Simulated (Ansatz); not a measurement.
Consider CaF2 in the fluorite structure (space group Fm-3m, No. 225; a = 5.421 Å).

Perturbation: cell and atoms relaxed at a pressure of 5 GPa.

Levels (all Ansatz, a first-principles code, PAW): PBEsol (420 eV, no spin-orbit coupling); r2SCAN (500 eV, no SOC); HSE06 (420 eV, no spin-orbit coupling).

One geometry, relaxed with PBEsol, under each level:

```tsv
level	band gap	lowest conduction level above the VBM at special points	electron mass	pressure
PBEsol	7.55 eV	Γ 7.55 eV; X 8.22 eV; U 8.50 eV; K 8.50 eV	0.55 mₑ (at Γ)	4.99 GPa
r2SCAN	___	___	___	___
HSE06	9.85 eV	Γ 9.85 eV; X 10.68 eV; U 10.98 eV	–	–
```

### Question
Give the withheld r2SCAN results.

### Answer

- r2SCAN, band gap: 8.41 eV
- r2SCAN, lowest conduction level above the VBM at special points: Γ 8.41 eV; X 8.96 eV; U 9.25 eV; K 9.25 eV
- r2SCAN, electron mass: 0.56 mₑ (at Γ)
- r2SCAN, pressure: 6.35 GPa

Single points use the geometry relaxed with PBEsol. Their cutoffs differ, which shifts pressures a little. The hybrid gap comes from the SCF mesh plus the semilocal run's edge points and a few special points and is an upper bound. Load acts through the strain it causes; cell and atoms are relaxed under it. Masses are band curvatures over ±0.01 Å⁻¹ around the edge. Stability against distortions was not tested. No other phases were tried under pressure.
